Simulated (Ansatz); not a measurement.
Levels about the gap of amorphous Si15B15N35 (65 atoms in a cell of 810 Å³, 2.20 g/cm³; zone centre alone, so wide bands show as single levels with stretches between that a denser mesh fills), at the geometry that PBE relaxed, where it gives 0.8 GPa on a denser mesh. The participation number counts the atoms over which a state spreads; weights are charges in smoothed Voronoi cells. The levels come from a single point, so bond lengths are those of that geometry. Method of the levels: r2SCAN, scalar-relativistic without spin-orbit coupling (Ansatz, an electronic-structure program). Sampling: the zone centre alone; Fermi-Dirac width 0.01 eV; collinear spin, started from moments on atoms (the moments died out). At PBE the levels at the filled edge of the gap are localised (band-tail or defect states), and the nearest spread-out levels lie 3.1 eV apart at the zone centre.

The cell was made by melting and quenching with the CHGNet potential and then relaxed with DFT. N atoms were pushed apart under 1.9 Å during the dynamics, to hinder bonds among them. The hot cell started wider than the set density and was brought back towards it in steps. It is the lowest in DFT energy of 2 quenches. It is a model cell: composition and starting density were chosen by hand, and all elements were melted together. No dispersion term was used. Its density started from a set value of 2.20 and ended at 2.20 g/cm³. The quench (nominally 630 K/ps over its main leg) was far faster than any real one, so the model tends to hold more defects than a real film. One small periodic cell is one sample of the glass; other quenches scatter about these values. The volume was held where the preparation left it and the shape relaxed, at a PBE pressure of 0.8 GPa. Stress components on the final sampling reach 0.8 GPa. On a 2×2×2 Γ-centred mesh force components of up to 0.12 eV/Å stay, since the relaxation ran on the zone centre alone.

```json
[
 {"E - E(highest filled), eV": "-0.52", "filling": "filled", "spin": "up", "participation number": "13.9", "largest on": "N, 3 neighbours", "weight N": "0.87", "weight Si": "0.07", "weight B": "0.06"},
 {"E - E(highest filled), eV": "-0.34", "filling": "filled", "spin": "dn", "participation number": "10.2", "largest on": "N, 3 neighbours", "weight N": "0.87", "weight Si": "0.06", "weight B": "0.06"},
 {"E - E(highest filled), eV": "-0.34", "filling": "filled", "spin": "up", "participation number": "10.2", "largest on": "N, 3 neighbours", "weight N": "0.87", "weight Si": "0.06", "weight B": "0.06"},
 {"E - E(highest filled), eV": "-0.20", "filling": "filled", "spin": "dn", "participation number": "4.5", "largest on": "N, 2 neighbours", "weight N": "0.87", "weight Si": "0.10", "weight B": "0.03"},
 {"E - E(highest filled), eV": "-0.20", "filling": "filled", "spin": "up", "participation number": "4.5", "largest on": "N, 2 neighbours", "weight N": "0.87", "weight Si": "0.10", "weight B": "0.03"},
 {"E - E(highest filled), eV": "0.00", "filling": "filled", "spin": "dn", "participation number": "3.0", "largest on": "N, 2 neighbours", "weight N": "0.87", "weight Si": "0.10", "weight B": "0.03"},
 {"E - E(highest filled), eV": "0.00", "filling": "filled", "spin": "up", "participation number": "3.0", "largest on": "N, 2 neighbours", "weight N": "0.87", "weight Si": "0.10", "weight B": "0.03"},
 {"E - E(highest filled), eV": "3.08", "filling": "empty", "spin": "up", "participation number": "30.8", "largest on": "Si, 4 neighbours", "weight N": "0.40", "weight Si": "0.25", "weight B": "0.35"},
 {"E - E(highest filled), eV": "3.08", "filling": "empty", "spin": "dn", "participation number": "30.8", "largest on": "Si, 4 neighbours", "weight N": "0.40", "weight Si": "0.25", "weight B": "0.35"},
 {"E - E(highest filled), eV": "3.42", "filling": "empty", "spin": "up", "participation number": "15.8", "largest on": "Si, 4 neighbours", "weight N": "0.37", "weight Si": "0.29", "weight B": "0.34"},
 {"E - E(highest filled), eV": "3.42", "filling": "empty", "spin": "dn", "participation number": "15.8", "largest on": "Si, 4 neighbours", "weight N": "0.37", "weight Si": "0.29", "weight B": "0.34"},
 {"E - E(highest filled), eV": "3.54", "filling": "empty", "spin": "dn", "participation number": "26.2", "largest on": "Si, 4 neighbours", "weight N": "0.37", "weight Si": "0.29", "weight B": "0.34"},
 {"E - E(highest filled), eV": "3.54", "filling": "empty", "spin": "up", "participation number": "26.2", "largest on": "Si, 4 neighbours", "weight N": "0.37", "weight Si": "0.29", "weight B": "0.34"},
 {"E - E(highest filled), eV": "3.73", "filling": "empty", "spin": "dn", "participation number": "23.0", "largest on": "Si, 4 neighbours", "weight N": "0.43", "weight Si": "0.36", "weight B": "0.21"}
]
```

Most localised among these is the filled level at +0.00 eV, on a N atom, which has 2 neighbours (Si 1.63 Å, Si 1.66 Å).
